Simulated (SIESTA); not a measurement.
Band structure of ZrBeB (P-6m2, 3 atoms in the cell).

```xyz
3
Lattice="3.4133 0.0000 0.0000 -1.7066 2.9560 0.0000 0.0000 0.0000 3.4960" Properties=species:S:1:pos:R:3 pbc="T T T"
Zr     0.0000     0.0000     0.0000
Be     0.0000     1.9707     1.7480
B      1.7066     0.9853     1.7480
```

Method of the run: GGA PBEsol, numerical atomic orbitals DZP, PseudoDojo PBEsol standard norm-conserving potentials (rewritten from UPF to PSML) in SIESTA 5.4.2.

Settings: XC.functional = GGA; XC.authors = PBEsol; potentials = PseudoDojo PBEsol standard; PAO.BasisSize = DZP; PAO.EnergyShift = 0.01 Ry; MeshCutoff = 400 Ry; kgrid.MonkhorstPack = 11 11 9; OccupationFunction = MP; OccupationMPOrder = 0; ElectronicTemperature = 100 meV; PAO.Polarization.NonPerturbative = true; MaxSCFIterations = 150; SCF.Mixer.Method = Pulay; SCF.Mixer.Weight = 0.25.

The starting cell comes from a database of computed structures (which also holds hypothetical and non-ambient phases and stackings), without a prior relaxation at this level. Values carry the incompleteness of an atom-centred basis.

Levels in eV from the Fermi level, bands 7 to 12:
```
point      7      8      9     10    11    12
-----  -----  -----  -----  -----  ----  ----
Γ      -0.90  -0.83  -0.83   0.69  3.98  3.98
M      -4.66  -1.14  -0.93  -0.32  3.25  4.80
K      -4.22  -3.46  -0.35   0.53  2.78  3.29
A      -4.87   0.87   0.87   1.75  1.75  2.22
L      -3.25  -2.32  -2.24  -0.31  5.08  5.16
H      -4.34  -1.99  -1.46  -0.69  4.94  6.48
```

Bands cross the Fermi level along this path, so the cell is metallic at this level.

Higher empty bands are left out: an atom-centred basis made for the valence describes them poorly.
